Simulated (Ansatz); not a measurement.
SiO2 (model structure, started from the alpha cristobalite type, P4₁2₁2, No. 92, 12 atoms in the cell) was calculated with r²SCAN+rVV10 in Ansatz (PAW).

Numerical settings: plane-wave cutoff 560 eV, 8×8×6 k mesh (along the axes of the cell as run), Fermi–Dirac smearing 0.01 eV, scalar-relativistic PAW data made under PBE.

Cell (relaxed at this level):

```
CELL_PARAMETERS angstrom
      4.89628     0.00000     0.00000
      0.00000     4.89628     0.00000
      0.00000     0.00000     6.74505
ATOMIC_POSITIONS crystal
  Si 0.31195 0.31195 0.00000
  Si 0.81195 0.18805 0.75000
  Si 0.18805 0.81195 0.25000
  Si 0.68805 0.68805 0.50000
  O  0.23418 0.12777 0.19049
  O  0.73418 0.37223 0.55951
  O  0.26582 0.62777 0.05951
  O  0.76582 0.87223 0.69049
  O  0.87223 0.76582 0.30951
  O  0.37223 0.73418 0.44049
  O  0.62777 0.26582 0.94049
  O  0.12777 0.23418 0.80951
```

Give the computed band gap.


- band gap = 6.35 eV (on the SCF k mesh)

A model structure was made by putting elements into a prototype or built by hand; here it ended with the formula and space group of a phase in our tables.

Ansatz is a quantum-chemistry and plane-wave program.
